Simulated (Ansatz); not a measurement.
Here is the system:

```xyz
2
Lattice="0.0000 2.5473 2.4885 2.5473 0.0000 2.4885 2.5473 2.5473 0.0000" Properties=species:S:1:pos:R:3 pbc="T T T"
Sn     0.0000     0.0000     0.0000
C      1.2737     1.2737     1.2442
```

These are PBE with spin-orbit coupling, rigid bands (plane waves, PAW; Ansatz, a quantum-chemistry and plane-wave program) values and carry that method's errors. Condition of this run: biaxial stress in (001) of -2.5 GPa (compression positive) (the target of the relaxation). How the cell was made: cell and atoms relaxed with PBEsol, then loaded as said.

### Question
What conductivity effective mass do dilute electrons have at 300 K?

### Answer
0.091 (x), 0.091 (y), 0.080 (z) mₑ.

### Question
What conductivity effective mass do dilute holes have at 300 K?

### Answer
0.56 (x), 0.56 (y), 0.33 (z) mₑ.

### Question
And the band gap?

### Answer
0.65 eV at this level; semilocal functionals usually fall short of the measured gap.

Rigid bands, one relaxation time for all states, no polarons. Geometry: cell and atoms relaxed with PBEsol.

Computed structure with no diffraction record at hand here (it may be known, metastable or hypothetical): SnC under load (space group I-4m2).
